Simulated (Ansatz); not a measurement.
**Ir in the fcc (Cu type) structure (space group Fm-3m, No. 225)**

```
Ir
1.0
    0.00000     1.92221     1.92221
    1.92221     0.00000     1.92221
    1.92221     1.92221     0.00000
Ir
1
Direct
  0.00000   0.00000   0.00000
```

Method: Kohn–Sham DFT with the r2SCAN functional, run in Ansatz (a first-principles code) with PAW and 500 eV plane waves, no SOC. Settings: 21×21×21 k-points, 0.05 eV Fermi–Dirac smearing.

```json
{
 "volume_per_atom": "14.20 Å³",
 "density": "22.47 g/cm³",
 "band_gap": "zero",
 "total_energy": "-11948.723 eV/atom (σ→0; compares only within this code and set-up)"
}
```

No phonon test of stability was made. The final runs are not spin-polarised.
